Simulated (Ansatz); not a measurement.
## Fermi-surface data of Ta (Im-3m)

Data:

```
Ta
1.0
   -1.63794     1.63794     1.63794
    1.63794    -1.63794     1.63794
    1.63794     1.63794    -1.63794
Ta
1
Cartesian
  0.00000   0.00000   0.00000
```

All values below come from PBEsol, rigid bands (plane waves, PAW, scalar-relativistic; Ansatz, a first-principles code). Cell: cell and atoms relaxed with PBEsol.

```yaml
density of states at the Fermi level: 1.26 states/(eV·cell), both spins
bare Sommerfeld coefficient: 3.0 mJ/(mol of atoms·K²)
drude_plasma_energy: 9.1 eV
root-mean-square Fermi velocity: 6.7e5 m/s
resistivity times τ: 5.9 ×10⁻²² Ω·m·s
resistivity_times_mean_free_path: 4.1 ×10⁻¹⁶ Ω·m²
```

A metal at this level (no band gap); rigid bands, thermally averaged at 300 K, both spins. Spin-orbit coupling is left out, which matters with elements this heavy. τ is one relaxation time for all states; the product of resistivity and mean free path takes one path for all states instead.
